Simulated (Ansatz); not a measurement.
# Effect of uniaxial strain ε_xx = −1.94 % on TiSi2

Start from TiSi2 (space group Cmcm, No. 63; a = 3.546 Å, b = 13.565 Å, c = 3.580 Å). Axes: x, y, z lie along a, b, c of the conventional cell.

Perturbation: uniaxial strain ε_xx = −1.94 %, all other strain components held at zero, atoms relaxed at fixed cell.

Level of theory: PBE, PAW, 420 eV (Ansatz, a quantum-chemistry and plane-wave program; no spin-orbit coupling), earlier PAW set. Settings: 14×14×13 k-points, 0.05 eV Fermi–Dirac smearing.

```tsv
quantity	base	changed	shift
space group	Cmcm (No. 63)	Cmcm (No. 63)	–
shortest interatomic distance	240.4 pm	239.7 pm	-0.7 pm
energy relative to the base (free energy F)	0 meV/atom	+4.6 meV/atom	+4.6 meV/atom
pressure (mean of the normal stresses, compression positive)	0.0 GPa	2.9 GPa	+2.9 GPa
band gap	zero	zero	–
stress (xx, yy, zz, yz, xz, xy; compression positive) (rough)	–	(5.4, 1.3, 2.1, 0.0, 0.0, 0.0) GPa	–
```

Final structure:

```yaml
crystal:
  lattice:
    - [1.73857, -6.78252, 0.00000]
    - [1.73857, 6.78252, 0.00000]
    - [0.00000, 0.00000, 3.57969]
  atoms:
    - { symbol: Si, position: [0.94122, 0.05878, 0.75000] }
    - { symbol: Si, position: [0.05878, 0.94122, 0.25000] }
    - { symbol: Si, position: [0.25080, 0.74920, 0.75000] }
    - { symbol: Si, position: [0.74920, 0.25080, 0.25000] }
    - { symbol: Ti, position: [0.60342, 0.39658, 0.75000] }
    - { symbol: Ti, position: [0.39658, 0.60342, 0.25000] }
```

Without a gap, meshes like the base's 14×14×13 leave anisotropic stresses uncertain by several tenths of a GPa, and small strain energies with them. Whether these cells are dynamically stable was not tested. The final runs are not spin-polarised.
